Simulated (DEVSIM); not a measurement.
Structure: Schottky contact on n-type Ge, at 300 K.

```csv
layer (left to right),material,thickness (μm),Nd (cm⁻³),τn (s),τp (s)
1,Ge,12.0,3.1e15,0.0009,0.0009
```

Left contact: Schottky, work function 4.52 eV, emission velocity 2.8e6 cm/s. Right contact: ohmic. Voltage is applied to the left contact. Recombination: SRH at mid-gap, radiative. Mobility is μmin + (μ − μmin)/(1 + (N/Nref)^α).

Constants are typed, rounded textbook-type inputs, not results; the design itself was drawn at random and stands for no fabricated device. Values at 300 K; Nc and Nv go as T^1.5, mobilities as T to minus their exponent, the gap by Varshni's rule with the affinity fixed.

```tsv
parameter	Ge
gap (eV)	0.664
affinity (eV)	4
permittivity	16
Nc (cm⁻³)	1.04e19
Nv (cm⁻³)	6e18
μn (cm²/Vs)	3900
μp (cm²/Vs)	1900
μn,min	150
μp,min	100
Nref,n	2.6e17
Nref,p	4e17
αn	0.56
αp	0.6
T exponent of μn	1.66
T exponent of μp	2.33
B (cm³/s)	6.4e-14
Varshni α (eV/K)	0.000477
Varshni β (K)	235
```

Simulated with DEVSIM: 1D drift-diffusion, Boltzmann statistics, complete ionisation; no tunnelling, impact ionisation, image-force lowering or self-heating. Metal contacts follow the ideal Schottky-Mott rule: no Fermi-level pinning, no interface dipoles.

The temperature was swept, all else fixed.

```json
[
 {"temperature (K)": "250", "potential step across the device at zero bias (V)": "0.351", "largest field in the device at zero bias (V/cm)": "16000"},
 {"temperature (K)": "300", "potential step across the device at zero bias (V)": "0.310", "largest field in the device at zero bias (V/cm)": "(withheld)"},
 {"temperature (K)": "350", "potential step across the device at zero bias (V)": "0.268", "largest field in the device at zero bias (V/cm)": "31000"},
 {"temperature (K)": "400", "potential step across the device at zero bias (V)": "0.231", "largest field in the device at zero bias (V/cm)": "58000"},
 {"temperature (K)": "450", "potential step across the device at zero bias (V)": "0.218", "largest field in the device at zero bias (V/cm)": "100000"},
 {"temperature (K)": "500", "potential step across the device at zero bias (V)": "0.221", "largest field in the device at zero bias (V/cm)": "160000"}
]
```

Problem. Complete the blanks.

Solution. 
- 300, largest field in the device at zero bias (V/cm): 18000
